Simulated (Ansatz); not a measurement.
For BeTe (model structure, from the CsCl type, Pm-3m, No. 221), PBEsol (Ansatz, a first-principles code, PAW) gives:

```
Quantity                    Result
-------------------  -------------
lattice parameter a        3.317 Å
formation enthalpy   0.689 eV/atom
```

### Question
What does r²SCAN in Ansatz (plane waves, PAW) give for the same quantities?

### Answer

- lattice constant a: 3.364 Å (increases by 1.4 %)
- formation enthalpy: 0.861 eV/atom (goes up by 0.172 eV/atom)

Changes are worked out from the printed values.

Unless a cell is named, each level is at its own relaxed cell (PBEsol 18.25, r²SCAN 19.04 Å³/atom).

Levels without +SOC leave out spin–orbit coupling, which shifts energies and cells of such heavy elements.

Ansatz's density-functional and Hartree–Fock values are scalar-relativistic unless marked +SOC, with PAW data made under PBE.

A model structure was made by putting elements into a prototype or built by hand; it is no filed structure, need not be a known phase, and can be a saddle point held by its symmetry.
